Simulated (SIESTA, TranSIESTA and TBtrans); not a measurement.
## Rh chain with a Rh atom beside one bond

System: Rh chain with a Rh atom beside one bond. Leads: straight Rh chain, spacing 2.3 Å. Geometry: as built, not relaxed. Transport runs along z; the first 6 and the last 6 of the 23 atoms are the lead cells, repeated to infinity.

```xyz
23
Lattice="9.000 0.000 0.000 0.000 9.000 0.000 0.000 0.000 50.600" Properties=species:S:1:pos:R:3 pbc="F F T"
Rh     4.500     4.500     0.000
Rh     4.500     4.500     2.300
Rh     4.500     4.500     4.600
Rh     4.500     4.500     6.900
Rh     4.500     4.500     9.200
Rh     4.500     4.500    11.500
Rh     4.500     4.500    13.800
Rh     4.500     4.500    16.100
Rh     4.500     4.500    18.400
Rh     4.500     4.500    20.700
Rh     4.500     4.500    23.000
Rh     4.500     4.500    25.300
Rh     4.500     4.500    27.600
Rh     4.500     4.500    29.900
Rh     4.500     4.500    32.200
Rh     4.500     4.500    34.500
Rh     6.501     4.500    24.150
Rh     4.500     4.500    36.800
Rh     4.500     4.500    39.100
Rh     4.500     4.500    41.400
Rh     4.500     4.500    43.700
Rh     4.500     4.500    46.000
Rh     4.500     4.500    48.300
```
Starting moments (μB): atom 7 +1.5, atom 8 +1.5, atom 9 +1.5, atom 10 +1.5, atom 11 +1.5, atom 12 +1.5, atom 13 +1.5, atom 14 +1.5, atom 15 +1.5, atom 16 +1.5, atom 17 +1.5; lead atoms +1.5 (left) and +1.5 (right).

TranSIESTA and TBtrans, PBE, DZP numerical orbitals (energy shift 0.15 eV), PseudoDojo norm-conserving scalar-relativistic potentials, mesh cutoff 200 Ry, 300 K, spin-polarised (collinear), no spin-orbit coupling; self-consistent non-equilibrium Green functions.

| Property | Value |
|---|---|
| Conductance at 300 K (G0 = 2e²/h) | 3.06 |
| Mean T from −0.5 to 0.5 eV | 2.86 |
| Spin polarisation of the conductance, (up − down)/(up + down) | -0.07 |

Energies count from the leads' Fermi level. Transmissions are for each spin. The energy step is 0.01 eV; narrower resonances are cut or missed.

| E (eV) | T up | T down | lead channels up | down |
|---|---|---|---|---|
| -2.00 | 2.82 | 2.15 | 3 | 3 |
| -1.90 | 2.81 | 2.44 | 3 | 3 |
| -1.80 | 2.75 | 2.63 | 3 | 3 |
| -1.70 | 2.79 | 2.72 | 3 | 3 |
| -1.60 | 2.75 | 2.72 | 3 | 3 |
| -1.50 | 2.69 | 2.86 | 3 | 3 |
| -1.40 | 2.57 | 2.85 | band edge | 3 |
| -1.30 | 2.60 | 2.85 | 5 | 3 |
| -1.20 | 2.75 | 2.84 | 6 | 3 |
| -1.10 | 2.73 | 2.83 | 6 | 3 |
| -1.00 | 2.62 | 2.95 | 6 | 4 |
| -0.90 | 2.84 | 3.10 | 6 | band edge |
| -0.80 | 3.36 | 3.18 | 6 | band edge |
| -0.70 | 3.90 | 3.23 | 6 | 6 |
| -0.60 | 3.59 | 3.19 | 6 | 6 |
| -0.50 | 3.10 | 3.02 | band edge | 6 |
| -0.40 | 2.60 | 2.90 | 4 | 6 |
| -0.30 | 2.70 | 3.12 | 4 | 6 |
| -0.20 | 2.78 | 3.43 | 4 | 6 |
| -0.10 | 2.82 | 3.43 | 4 | 6 |
| 0.00 | 2.84 | 3.24 | 4 | 6 |
| 0.10 | 2.85 | 3.44 | 4 | band edge |
| 0.20 | 2.85 | 1.90 | 4 | 4 |
| 0.30 | 2.85 | 2.12 | 4 | 4 |
| 0.40 | 2.83 | 2.62 | 4 | 4 |
| 0.50 | 2.77 | 2.84 | 4 | 4 |
| 0.60 | 2.54 | 2.94 | 4 | 4 |
| 0.70 | 2.02 | 2.97 | 3 | 4 |
| 0.80 | 2.09 | 2.94 | 3 | 4 |
| 0.90 | 0.89 | 2.83 | 1 | 4 |
| 1.00 | 0.92 | 2.56 | 1 | 4 |
| 1.10 | 0.90 | 1.89 | 1 | 3 |
| 1.20 | 0.84 | 1.33 | 1 | band edge |
| 1.30 | 0.72 | 0.51 | 1 | 1 |
| 1.40 | 0.43 | 0.90 | 1 | 1 |
| 1.50 | 0.012 | 0.89 | 1 | 1 |
| 1.60 | 0.29 | 0.83 | 1 | 1 |
| 1.70 | 0.65 | 0.66 | 1 | 1 |
| 1.80 | 0.81 | 0.22 | 1 | 1 |
| 1.90 | 0.88 | 0.081 | 1 | 1 |
| 2.00 | 0.91 | 0.54 | 1 | 1 |

The magnetic order of the leads was set by the start, and no other order was tried; the separate lead runs end at 0.62 (left) and 0.62 (right) μB an atom. The straight chain is held at its spacing; free chains may zigzag or dimerise.
